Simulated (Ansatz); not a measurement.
NaBeH3 (Pm-3m, No. 221, 5 atoms in the cell; start mp-23729) was calculated with PBEsol (Ansatz, a program for electronic structure, plane waves, PAW).

Run with plane-wave cutoff 520 eV, 10×10×10 k mesh, Fermi–Dirac smearing 0.01 eV, scalar-relativistic PAW data made under PBE.

The cell is the one relaxed with PBEsol. Conventional cell: a = 3.3256 Å, b = 3.3256 Å, c = 3.3256 Å, α = 90.00°, β = 90.00°, γ = 90.00°.

```
CELL_PARAMETERS angstrom
      3.32559     0.00000     0.00000
      0.00000     3.32559     0.00000
      0.00000     0.00000     3.32559
ATOMIC_POSITIONS crystal
  Na 0.50000 0.50000 0.50000
  Be 0.00000 0.00000 0.00000
  H  0.50000 0.00000 0.00000
  H  0.00000 0.50000 0.00000
  H  0.00000 0.00000 0.50000
```

Q: List the 9 lowest band energies at Γ above −25 eV (eV, relative to the valence band maximum), grouping those that round alike.

A: At Γ: -23.78 (×3), -9.90, -0.72 (×2), 3.04 (×3).

A start named mp-… is a Materials Project structure, which need not be a measured phase.
